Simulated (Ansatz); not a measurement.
# KTaO3: Ta → Lu

Start from KTaO3 in the cubic perovskite structure (space group Pm-3m, No. 221; a = 3.9901 Å).

One thing is altered: Lu takes the place of Ta on all its sites, then cell and atoms are relaxed.

Level of theory: r2SCAN (Ansatz, a program for electronic structure), without spin-orbit coupling. Γ-centred 11×11×11 mesh, Fermi–Dirac width 0.05 eV, for the changed cell.

The volume per atom increases by 3.19 Å³, from 12.71 Å³ to 15.90 Å³ and the density decreases by 1.532 g/cm³ to 5.47 g/cm³. The lattice parameter a goes up by 0.310 Å (3.990 Å → 4.300 Å) and the space group stays Pm-3m (No. 221). The shortest interatomic distance goes up by 0.155 Å to 2.150 Å and the band gap goes from 2.63 eV to zero. The magnetic state goes from not spin-polarised to ferromagnetic and the largest site moment goes from zero to 0.62 μB.

Final structure:

```xyz
5
Lattice="4.2998 0.0000 0.0000 0.0000 4.2998 0.0000 0.0000 0.0000 4.2998" Properties=species:S:1:pos:R:3 pbc="T T T"
K      0.0000     0.0000     0.0000
Lu     2.1499     2.1499     2.1499
O      0.0000     2.1499     2.1499
O      2.1499     2.1499     0.0000
O      2.1499     0.0000     2.1499
```

Other magnetic orders, which the real material may have, were not ruled out. Spin-orbit coupling, missing from the scalar runs, can matter with Ta. No phonon test of stability was made. For KLuO3 in this form, whether it has been made was not checked.
